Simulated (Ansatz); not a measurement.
**Variants of one calculation on BiClO (P4/nmm, 6 atoms in the cell)**

```xyz
6
Lattice="3.8467 0.0000 0.0000 0.0000 3.8467 0.0000 0.0000 0.0000 7.4033" Properties=species:S:1:pos:R:3 pbc="T T T"
Bi     0.0000     1.9233     6.1617
Bi     1.9233     0.0000     1.2415
Cl     1.9233     0.0000     4.8386
Cl     0.0000     1.9233     2.5646
O      0.0000     0.0000     0.0000
O      1.9233     1.9233     0.0000
```

Base run A: HSE06, default PAW files made with PBE run with Ansatz (a first-principles code), self-consistent single point.

Its settings: basis.ecutwfc = 420 eV; kpoints.mp_grid.grid = 5 5 2; hamiltonian.xc = hse06; hamiltonian.pseudopotentials = {kind: paw} (the program's default PAW files); scf.occupations.method = fixed.

The starting cell comes from a database of computed structures (which also holds hypothetical and non-ambient phases and stackings), without a prior relaxation at this level. Its lattice was rescaled by a random factor within 2.5 % of one. Spin-orbit coupling is off. In the base run, with a pressure of about 3 GPa the cell is away from its equilibrium volume at this level. Ansatz's pressure includes its estimate of the finite-basis (Pulay) stress.

ΔF is the free energy per atom less that of run A. A dash stands where there is no value to compare (another energy zero or no entropy term, no result, no spin, no clean gap, or a mesh too coarse for one). Absolute energies have different zeros for different potentials, functionals, Hubbard and dispersion terms and are not compared across them.

| run | change | ΔF (meV/atom) | pressure (GPa) | largest force (eV/Å) | gap on the mesh (eV) |
|---|---|---|---|---|---|
| A | base | 0.00 | 3.42 | 0.198 | 3.569 |
| B | hamiltonian.xc: hse06 → pbesol [PBEsol] | – | 2.72 | 0.527 | 2.488 |
| C | hamiltonian.xc: hse06 → pbe0 [PBE0] | – | 3.38 | 0.201 | 4.260 |
| D | scf.convergence.dr2_threshold: default (1e-07 eV) → 1e-12 eV | 0.00 | 3.42 | 0.198 | 3.569 |
| E | scf.mixing.algorithm: default (the program chose MSR1) → msr1 | 0.00 | 3.42 | 0.198 | 3.569 |
| F | scf.mixing.algorithm: default (the program chose MSR1) → anderson; scf.mixing.beta: default → 0.5 | 0.00 | 3.42 | 0.198 | 3.569 |
| G | scf.exx.singularity: default → gygi_baldereschi | – | 3.42 | 0.199 | 3.569 |

Run B against A: The pressure goes from 3.42 to 2.72 GPa, the largest force goes from 0.198 to 0.527 eV/Å and the gap on the mesh goes from 3.569 to 2.488 eV.

Run C against A: The pressure moves little (3.42 to 3.38 GPa), the largest force moves little (0.198 to 0.201 eV/Å) and the gap on the mesh goes from 3.569 to 4.260 eV.

Keys are those of Ansatz 0.2.
